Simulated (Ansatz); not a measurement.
# SiC (model structure, started from the NiAs type, P6₃/mmc, No. 194, 4 atoms in the cell): lattice parameter a by level of theory

No measured value is used here.

| level (code) | value (Å) |
|---|---|
| LDA (Ansatz) | 2.833 |
| PBE (Ansatz) | ___ |
| PBEsol (Ansatz) | 2.852 |
| PBE-D3(BJ) (Ansatz) | 2.842 |
| r²SCAN (Ansatz) | ___ |
| r²SCAN+rVV10 (Ansatz) | 2.853 |

Task: Some entries are withheld; supply them.

Result: 
- PBE (Ansatz, a first-principles code), value (Å): 2.870
- r²SCAN (Ansatz), value (Å): 2.856

PBE-D3(BJ): a distance lies near a switch of the dispersion term, which can move the cell. Cutoffs differ between the levels. Ansatz's density-functional and Hartree–Fock values are scalar-relativistic unless marked +SOC, with PAW data made under PBE.

A model structure was made by putting elements into a prototype or built by hand; it is no filed structure, need not be a known phase, and can be a saddle point held by its symmetry.
